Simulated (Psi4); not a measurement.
Psi4 1.11, unrestricted WB97X/def2-svp: Te(Cl)2 anion (Cl[Te]Cl), charge -1, multiplicity 2, 3 atoms. The geometry is a generated start, not checked to be a minimum at this level.

* **task**: energy
* **method**: wb97x
* **basis**: def2-svp
* **memory**: 3 GB
* **maxiter**: 100
* **keys of the molecule block**: symmetry c1
* **scf_type**: df (default)
* **guess**: auto, which took SAD (default)
* **scf_initial_accelerator**: adiis (default)
* **e_convergence**: 1e-06 (default)
* **d_convergence**: 1e-06 (default)
* **dft_radial_points**: 75 (default)
* **dft_spherical_points**: 302 (default)
* **effective core potentials**: those of the basis set, past Kr
* **basis functions**: 62
* **grid points**: 61580

```xyz
3

Te     0.0504    -0.0465     1.0339
Cl     1.1035     1.3401    -0.5132
Cl    -1.1539    -1.2936    -0.5207
```

Charge -1 and multiplicity 2 are set for this test and not shown to be the ground state.

One run each on 2 threads. Values of diis_max_vecs tried: 3, 6, 10 (default), 20.

Question: How does the count of SCF iterations change with diis_max_vecs, and where is it least?

Answer: Fewest SCF iterations, within one of each other: 10 (default) with 13, 20 with 14. The count rises to 20 at 3. All converge to one solution.

```json
[
 {"diis_max_vecs": "3", "SCF iterations": "20", "end": "same solution"},
 {"diis_max_vecs": "6", "SCF iterations": "15", "end": "same solution"},
 {"diis_max_vecs": "10 (default)", "SCF iterations": "13", "end": "same solution"},
 {"diis_max_vecs": "20", "SCF iterations": "14", "end": "same solution"}
]
```
